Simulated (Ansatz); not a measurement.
The starting structures come from a database of crystals and need not be the phases stable at ambient conditions.

 Where the default PAW files enter, the runs use the earlier of Ansatz's two default sets.

The decay constant κ of evanescent states in the gap governs leakage through a thin film.

Given:

```
CELL_PARAMETERS angstrom
      4.11048     0.00000     0.00000
      0.00000     5.14376     0.00000
      0.00000     0.00000     8.77900
ATOMIC_POSITIONS crystal
  K  0.50000 0.39320 0.49786
  K  0.50000 0.60680 0.99786
  H  0.68974 0.09707 0.17905
  H  0.31026 0.90293 0.67905
  H  0.31026 0.09707 0.17905
  H  0.68974 0.90293 0.67905
  H  0.00000 0.77978 0.29256
  H  0.00000 0.22022 0.79256
  H  0.00000 0.86134 0.46504
  H  0.00000 0.13866 0.96504
  O  0.50000 0.20293 0.21043
  O  0.50000 0.79707 0.71043
  O  0.00000 0.70846 0.39709
  O  0.00000 0.29154 0.89709
  F  0.00000 0.90912 0.11233
  F  0.00000 0.09088 0.61233
```

Space group of this cell: Pmc2_1. The cell was relaxed by PBE-D3(BJ).

Transport runs along the normal of the first two printed cell vectors.

The gap is the functional's own. No spin-orbit coupling. Mid-gap values are interpolated on the energy grid.

Task: Estimate the band gap and the smallest decay constant κ at mid-gap that PBEsol (Ansatz, a first-principles code) returns for this system.

Result: Gap 5.16 eV on a 8×6×4 mesh; κ = 0.500 1/Å, at the zone centre.
